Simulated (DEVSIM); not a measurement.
Structure: Si p-i-n diode, at 300 K.

| layer (left to right) | material | thickness (μm) | Nd (cm⁻³) | Na (cm⁻³) | τn (s) | τp (s) |
|---|---|---|---|---|---|---|
| 1 | Si | 0.680 | - | 8.9e17 | 1.7e-7 | 1.7e-7 |
| 2 | Si | 34.0 | 2.1e13 | - | 1.7e-7 | 5.1e-9 |
| 3 | Si | 0.650 | 1.2e17 | - | 1.7e-7 | 1.7e-7 |

Left contact: ohmic. Right contact: ohmic. Voltage is applied to the left contact. Recombination: SRH at mid-gap. Gap narrowing is on: ΔEg = 6.92 meV × (l + √(l² + 0.5)), l = ln(N/1.3e17 cm⁻³), shared equally by both band edges. Mobility is μmin + (μ − μmin)/(1 + (N/Nref)^α).

The device is made up for the run: typed textbook-type constants, with dimensions and the other settings drawn at random. Values at 300 K.

| parameter | Si |
|---|---|
| gap (eV) | 1.124 |
| affinity (eV) | 4.05 |
| permittivity | 11.7 |
| Nc (cm⁻³) | 2.86e19 |
| Nv (cm⁻³) | 3.1e19 |
| μn (cm²/Vs) | 1417 |
| μp (cm²/Vs) | 470 |
| μn,min | 52 |
| μp,min | 45 |
| Nref,n | 9.7e16 |
| Nref,p | 2.2e17 |
| αn | 0.68 |
| αp | 0.72 |

Model (solved in DEVSIM): 1D drift-diffusion, Boltzmann statistics, complete ionisation; no tunnelling, impact ionisation, image-force lowering or self-heating.

### Question
Give the dark forward current.

### Answer

```json
[
 {"V (V)": "0.05", "J (A/cm²)": "4.5e-6"},
 {"V (V)": "0.10", "J (A/cm²)": "2.1e-5"},
 {"V (V)": "0.15", "J (A/cm²)": "7.9e-5"},
 {"V (V)": "0.25", "J (A/cm²)": "0.0011"},
 {"V (V)": "0.30", "J (A/cm²)": "0.0041"},
 {"V (V)": "0.35", "J (A/cm²)": "0.013"},
 {"V (V)": "0.40", "J (A/cm²)": "0.033"},
 {"V (V)": "0.45", "J (A/cm²)": "0.075"},
 {"V (V)": "0.55", "J (A/cm²)": "0.50"},
 {"V (V)": "0.60", "J (A/cm²)": "1.3"},
 {"V (V)": "0.65", "J (A/cm²)": "3.4"},
 {"V (V)": "0.70", "J (A/cm²)": "9.1"},
 {"V (V)": "0.80", "J (A/cm²)": "57"},
 {"V (V)": "0.85", "J (A/cm²)": "120"},
 {"V (V)": "0.90", "J (A/cm²)": "230"},
 {"V (V)": "0.95", "J (A/cm²)": "400"},
 {"V (V)": "1.00", "J (A/cm²)": "640"},
 {"V (V)": "1.10", "J (A/cm²)": "1300"},
 {"V (V)": "1.15", "J (A/cm²)": "1800"},
 {"V (V)": "1.20", "J (A/cm²)": "2300"}
]
```
